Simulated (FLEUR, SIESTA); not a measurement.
## SIESTA against FLEUR: the gap on the mesh of tetrahedral semiconductors

PBE single points on the same cell and mesh in two programs: FLEUR (all-electron FLAPW, scalar-relativistic) and SIESTA (numerical atomic orbitals DZP, PseudoDojo PBE standard norm-conserving potentials (rewritten from UPF to PSML)), each at the cutoffs shown, which weren't converged row by row, so neither column is a reference. The number in brackets is the space group.

Here x stands for gap on the mesh, FLEUR and y for gap on the mesh, SIESTA.

```csv
crystal,"gap on the mesh, FLEUR (eV)","gap on the mesh, SIESTA (eV)",cell as run (Å³/atom),k mesh,cutoffs
CdSe (216),0.656,0.875,27.68,9×9×9,Kmax 4.3 1/bohr / grid 4762 eV
CdS (216),1.222,1.495,23.98,10×10×10,Kmax 4.7 1/bohr / grid 4762 eV
GaN (216),1.299,?,12.20,6×6×6,Kmax 4.7 1/bohr / grid 4762 eV
SiC (216),1.361,1.315,10.36,10×10×10,Kmax 4.5 1/bohr / grid 4082 eV
AlAs (216),1.510,1.621,22.67,8×8×8,Kmax 3.9 1/bohr / grid 4082 eV
AlN (216),3.332,3.296,10.50,10×10×10,Kmax 4.5 1/bohr / grid 4082 eV
C (227),4.266,4.380,5.41,13×13×13,Kmax 4.5 1/bohr / grid 5442 eV
```

Fit y of the 6 rows that show it with a straight line. With u = x - 2.1, the rows have u = -1.4440, -0.8780, -0.7390, -0.5900, 1.2320, 2.1660. Means: u -0.042167, y 2.1637. About the means, the sum of products is 9.5909 and the sum of squares of u is 9.9490; the slope is their ratio. Least squares gives y = 2.2043 + 0.96401·u. Residuals (row less fit): 0.0627, 0.1371, -0.1769, -0.0145, -0.0960, 0.0877; standard error 0.1333 (degrees of freedom: 4). Full agreement would be y = x; this line has slope 0.964 and stands 0.104 eV from it at x = 2.100.

Problem. What does the fit predict for y at x = 1.299, and how far is the calculated value from it?

Solution. u = -0.8010, so y = 2.2043 + 0.96401 × (-0.8010) = 1.432 eV. The calculation gives 1.343 eV, 0.089 eV below the prediction (2.5 % of the range of y in the table). The row lies between fitted rows. From the scatter of the fitted rows alone, a prediction at this place has a standard error of 0.1476 eV, so the miss is 0.6 times that.

Copying x would have missed this row by 0.044. The cells are not relaxed at this level: typed lattice constants and structures from a database of calculations, some with the lattice rescaled by up to 2.5 %. Spin-orbit coupling is off, which matters for the heavier members. Gaps are read on the mesh, which need not hold the band edges; crystals whose gap falls under 0.15 eV in either column are left out. FLEUR: values depend on the basis (sphere radii, cutoffs, local orbitals), which need not be converged. SIESTA: values carry the incompleteness of an atom-centred basis. The rows, and the inner row withheld, were drawn at random from non-magnetic crystals of this class with sound runs on fine meshes; tables whose line scatters by over 5 % of the range, or whose columns agree throughout, aren't shown.
